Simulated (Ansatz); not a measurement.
The starting structures come from a database of crystals and need not be the phases stable at ambient conditions.

 Where the default PAW files enter, the runs use the earlier of Ansatz's two default sets.

Tunnelling through a barrier is set by its complex band structure: the current falls as exp(−2κd) with the smallest κ.

Given:

```
CELL_PARAMETERS angstrom
      3.64335     0.00000     0.00000
      1.82167     5.02630     0.00000
      0.00000     1.73257     6.92459
ATOMIC_POSITIONS crystal
  Ca 0.00000 0.00000 0.00000
  V  0.23271 0.53458 0.66953
  V  0.76729 0.46542 0.33047
  O  0.75015 0.49970 0.60224
  O  0.24985 0.50030 0.39776
  O  0.35669 0.28662 0.87689
  O  0.64331 0.71338 0.12311
  O  0.08318 0.83364 0.72297
  O  0.91682 0.16636 0.27703
```

Space group of this cell: C2/m. The cell is taken as given; by r2SCAN its mean pressure is -2.2 GPa.

Transport runs along the normal of the first two printed cell vectors.

The gap is the functional's own, uncorrected, and κ follows it; spin-orbit coupling is left out. Mid-gap values are interpolated between the computed energies.

### Question
Give the band gap and the smallest decay constant κ at mid-gap that r2SCAN (Ansatz, a first-principles code) yields.

### Answer
Gap 3.11 eV on a 10×10×6 mesh; κ = 0.549 1/Å, at (0.500, 0.000) of the in-plane reciprocal vectors. At the zone centre, at the nearest computed energy, the slowest state has κ = 0.66 1/Å.
